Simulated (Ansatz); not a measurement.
Mg (R-3m, No. 166, 3 atoms in the cell; start mp-1094122; another form than the element's usual one), treated with LDA in Ansatz (plane waves, PAW).

Numerical settings: plane-wave cutoff 520 eV, 20×20×20 k mesh, Fermi–Dirac smearing 0.05 eV, scalar-relativistic PAW data made under PBE.

Cell (relaxed at this level):

```
CELL_PARAMETERS angstrom
      1.56374     0.90283     7.67292
     -1.56374     0.90283     7.67292
      0.00000    -1.80565     7.67292
ATOMIC_POSITIONS crystal
  Mg 0.00000 0.00000 0.00000
  Mg 0.22203 0.22203 0.22203
  Mg 0.77797 0.77797 0.77797
```

### Question
Predict the bulk modulus.

### Answer

bulk modulus: 39.6 GPa

The run finds no gap.

Note: the bulk modulus is −V dP/dV from two relaxed cells at ±2 % in volume; the relaxation could not lower the start's symmetry, so the cell can be a saddle point above a distorted one.

Static lattice: no zero-point or thermal effects.

Cost on a shared machine: roughly 2.8 core-minutes.

A start named mp-… is a Materials Project structure, which need not be a measured phase.

Ansatz is a first-principles code.
